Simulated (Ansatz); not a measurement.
**BaTiO3: holes 3.0×10^21 cm⁻³**

Consider BaTiO3 (space group P4mm, No. 99; a = 3.973 Å, c = 4.112 Å).

One thing is altered: 0.195 holes added to each cell, a density of 3.0×10^21 cm⁻³, with a uniform compensating background at fixed cell and a 300 K Fermi–Dirac width.

All numbers come from Kohn–Sham DFT with the r2SCAN functional, run in Ansatz (a first-principles code) with PAW and 500 eV plane waves, scalar-relativistic without spin-orbit coupling, earlier PAW set. k-mesh 12×12×11 (Γ-centred); smearing 0.0259 eV (Fermi–Dirac).

The gap between the host's bands rises by 0.173 eV to 2.41 eV and the gap character is still indirect, A → Γ. The Fermi level relative to the doped band's edge (positive inside the band; to 0.05 eV) comes out as +0.25 eV.

Final structure:

```xyz
5
Lattice="3.9728 0.0000 0.0000 0.0000 3.9728 0.0000 0.0000 0.0000 4.1123" Properties=species:S:1:pos:R:3 pbc="T T T"
Ti     1.9864     1.9864     1.8658
Ba     0.0000     0.0000     3.8353
O      1.9864     1.9864     3.6776
O      1.9864     0.0000     1.6971
O      0.0000     1.9864     1.6971
```
Cell charge +0.19471.

Cost of the whole job for the changed cell (relaxation, final SCF and bands): roughly 3 core-minutes.

Carriers are added with a uniform compensating background; total energy and stress of such cells depend on the potential's zero and are not compared; many-body gap narrowing is missing at this level. No phonon test of stability was made. All final runs are without spin polarisation.
